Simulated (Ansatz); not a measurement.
The parent structure is C in the diamond structure (space group Fd-3m, No. 227; a = 3.532 Å). Axes: x, y, z lie along the cube axes.

Level of theory: Kohn–Sham DFT with the LDA functional, run in Ansatz (an electronic-structure program) with PAW and 420 eV plane waves, no spin-orbit coupling.

Before the change:

| Property | Value |
|---|---|
| Band gap | 4.17 eV |

The change: a pure shear with ε_xy = ε_yx = 0.0086, atoms relaxed at fixed cell.

**Question.** How does this affect the stress and band gap?

**Answer.** The stress (xx, yy, zz, yz, xz, xy; compression positive) is (0.19, 0.19, 0.01, 0.00, 0.00, -10.20) GPa; the band gap falls by 0.07 eV to 4.10 eV.

The cells carry an imposed strain or load. Stability against distortions was not tested.
